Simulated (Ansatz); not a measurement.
Polymorphs of CaF$_{2}$, r2SCAN, rigid bands in Ansatz (a first-principles code); geometry: cell and atoms relaxed with PBEsol.
- Pmc2_1, primitive cell of 6: a = 3.470 Å, b = 4.106 Å, c = 5.876 Å, α = β = γ = 90.00°
- Fm-3m, primitive cell of 3: a = b = c = 3.8329 Å, α = β = γ = 60.00°

```
Space group  volume per atom (Å³)  band gap  electron conductivity mass  hole conductivity mass  Seebeck coefficient, n-type 1e19 cm⁻³
-----------  --------------------  --------  --------------------------  ----------------------  -------------------------------------
Pmc2_1                       13.9   7.11 eV                  (withheld)                  4.5 mₑ                              -273 μV/K
Fm-3m                        13.3   8.10 eV                     0.57 mₑ                  2.1 mₑ                             (withheld)
```

Task: Complete the blanks.

Result: 
- Pmc2_1, electron conductivity mass: 0.81 mₑ
- Fm-3m, Seebeck coefficient, n-type 1e19 cm⁻³: -228 μV/K

Masses are for dilute carriers at 300 K, harmonic means over directions unless an axis is named. Seebeck coefficients are for the stated density at 300 K, with one relaxation time for all states and whether or not that doping can be reached. Spin-orbit coupling is left out.

Computed structure with no diffraction record at hand here (it may be known, metastable or hypothetical): CaF2 (Pmc2_1).
